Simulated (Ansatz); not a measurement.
HfSiO4 under a change: biaxial strain −0.59 %, plane normal [001], relaxed out of plane

Start from HfSiO₄ (space group I4_1/amd, No. 141; a = 6.582 Å, c = 5.966 Å). Axes: x, y, z lie along a, b, c of the conventional cell.

Now apply this change: biaxial strain −0.59 %, plane normal [001], relaxed out of plane (Cartesian); in-plane vectors clamped, the third vector and the atoms free.

All numbers come from Kohn–Sham DFT with the PBEsol functional, run in Ansatz (an electronic-structure program) with PAW and 420 eV plane waves, spin-orbit coupling left out. Γ-centred 6×6×6 mesh, Fermi–Dirac width 0.05 eV.

- Volume per atom: 10.68 Å³ (base 10.77 Å³)
- Space group: I4_1/amd (No. 141) (base I4_1/amd (No. 141))
- Energy relative to the base (free energy F): +1.0 meV/atom
- Pressure (mean of the normal stresses, compression positive): 1.63 GPa (base 0.00 GPa)
- Band gap: 5.42 eV (an upper bound: an edge found on the path is not a true extremum; both cells) (base 5.38 eV)
- Out-of-plane strain: +0.38 %
- Mean in-plane stress (compression positive): +2.5 GPa

Cost of the whole job for the changed cell (relaxation, final SCF and bands): roughly 3 core-minutes.

With Hf present, leaving out spin-orbit coupling can change the band edges. Whether these cells are dynamically stable was not tested.
